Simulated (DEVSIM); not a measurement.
Structure: double heterostructure, GaAs between p- and n-type Al0.1Ga0.9As, at 300 K.

```tsv
layer (left to right)	material	thickness (μm)	Nd (cm⁻³)	Na (cm⁻³)	τn (s)	τp (s)
1	Al0.1Ga0.9As	0.280	1.4e17	-	9.8e-10	9.8e-10
2	GaAs	0.100	-	2.3e15	9.8e-10	9.8e-10
3	Al0.1Ga0.9As	0.700	-	2.9e17	9.8e-10	9.8e-10
```

Left contact: ohmic. Right contact: ohmic. Voltage is applied to the left contact. Recombination: SRH at mid-gap, radiative. Mobility is μmin + (μ − μmin)/(1 + (N/Nref)^α).

The device is made up for the run: typed textbook-type constants, with dimensions and the other settings drawn at random. Values at 300 K; Nc and Nv go as T^1.5, mobilities as T to minus their exponent, the gap by Varshni's rule with the affinity fixed.

| parameter | Al0.1Ga0.9As | GaAs |
|---|---|---|
| gap (eV) | 1.5487 | 1.424 |
| affinity (eV) | 3.991 | 4.07 |
| permittivity | 12.62 | 12.9 |
| Nc (cm⁻³) | 5.17e17 | 4.7e17 |
| Nv (cm⁻³) | 9e18 | 9e18 |
| μn (cm²/Vs) | 6520 | 8500 |
| μp (cm²/Vs) | 317 | 400 |
| μn,min | 500 | 500 |
| μp,min | 20 | 20 |
| Nref,n | 6e16 | 6e16 |
| Nref,p | 1.5e17 | 1.5e17 |
| αn | 0.39 | 0.39 |
| αp | 0.38 | 0.38 |
| T exponent of μn | 2.1 | 2.1 |
| T exponent of μp | 2.2 | 2.2 |
| B (cm³/s) | 2e-10 | 2e-10 |
| Varshni α (eV/K) | 0.000541 | 0.000541 |
| Varshni β (K) | 204 | 204 |

Model (solved in DEVSIM): 1D drift-diffusion, Boltzmann statistics, complete ionisation; no tunnelling, impact ionisation, image-force lowering or self-heating. Band offsets follow the typed affinities; no thermionic-emission limit at abrupt steps, no polarisation charge.

The temperature was swept, all else fixed.

```json
[
 {"temperature (K)": "250", "dark forward voltage at 100 A/cm² (V)": "1.325", "dark forward voltage at 1 A/cm² (V)": "1.174", "potential step across the device at zero bias (V)": "1.480"},
 {"temperature (K)": "300", "dark forward voltage at 100 A/cm² (V)": "1.255", "dark forward voltage at 1 A/cm² (V)": "1.082", "potential step across the device at zero bias (V)": "1.426"},
 {"temperature (K)": "350", "dark forward voltage at 100 A/cm² (V)": "1.179", "dark forward voltage at 1 A/cm² (V)": "0.986", "potential step across the device at zero bias (V)": "1.369"},
 {"temperature (K)": "400", "dark forward voltage at 100 A/cm² (V)": "1.101", "dark forward voltage at 1 A/cm² (V)": "0.886", "potential step across the device at zero bias (V)": "1.309"},
 {"temperature (K)": "450", "dark forward voltage at 100 A/cm² (V)": "1.019", "dark forward voltage at 1 A/cm² (V)": "0.784", "potential step across the device at zero bias (V)": "1.247"},
 {"temperature (K)": "500", "dark forward voltage at 100 A/cm² (V)": "0.935", "dark forward voltage at 1 A/cm² (V)": "0.679", "potential step across the device at zero bias (V)": "1.183"}
]
```

From the first row to the last the dark forward voltage at 100 A/cm² goes from 1.325 to 0.935. From the first row to the last the dark forward voltage at 1 A/cm² goes from 1.174 to 0.679.
